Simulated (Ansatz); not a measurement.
For SnGe (model structure, started from the 6H type, P6₃mc, No. 186, 12 atoms in the cell), PBE in Ansatz (plane waves, PAW) gives:

| Quantity | Result |
|---|---|
| lattice constant a | 4.389 Å |
| c axis length | 21.556 Å |
| cohesive energy | 3.42 eV/atom |

Task: What does PBE-D3(BJ) (Ansatz, a program for electronic structure, plane waves, PAW) give for the same quantities?

Result: 
- lattice constant a: 4.338 Å (decreases by 1.2 %)
- lattice parameter c: 21.314 Å (shrinks by 1.1 %)
- cohesive energy: 3.71 eV/atom (grows by 0.29 eV/atom)

Changes are worked out from the printed values.

Unless a cell is named, each level is at its own relaxed cell (PBE 29.97, PBE-D3(BJ) 28.95 Å³/atom).

Levels without +SOC leave out spin–orbit coupling, which shifts energies and cells of such heavy elements.

Ansatz's density-functional and Hartree–Fock values are scalar-relativistic unless marked +SOC, with PAW data made under PBE.

A model structure was made by putting elements into a prototype or built by hand; it is no filed structure, need not be a known phase, and can be a saddle point held by its symmetry.
